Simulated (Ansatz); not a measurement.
The structure below was relaxed with Ansatz (a first-principles code), PBE, PAW, cutoff 420 eV, without spin-orbit coupling, earlier PAW set.

```yaml
crystal:
  lattice:
    - [2.69384, 0.00000, 0.00000]
    - [0.00000, 2.69384, 0.00000]
    - [0.00000, 0.00000, 2.69384]
  atoms:
    - { symbol: B, position: [0.00000, 0.00000, 0.00000] }
    - { symbol: Ru, position: [0.50000, 0.50000, 0.50000] }
```

Find the space group and the Wyckoff positions.

Space group Pm-3m (No. 221); a = b = c = 2.694 Å, α = β = γ = 90.00°

```csv
atom,site,symmetry,x,y,z
B,1a,m-3m,0.0000,0.0000,0.0000
Ru,1b,m-3m,0.5000,0.5000,0.5000
```

Describe the coordination.

The crystal has 2 atoms in its conventional cell. Conventional cell: a = b = c = 2.6938 Å, α = β = γ = 90.00°. B has 8 Ru at 2.333 Å (cubic). Ru is coordinated by 8 B at 2.333 Å and 6 Ru at 2.694 Å. (Neighbours: up to the widest gap in distance over summed covalent radii, below 1.35, at either atom; cation-cation and far metal-metal contacts left out.)

No phonon test of stability was made. All final runs are without spin polarisation. An odd electron count without spin: RuB. The cell was made from AlRu by this change: Al → B; the result is a hypothetical phase, not in the database extracts checked.
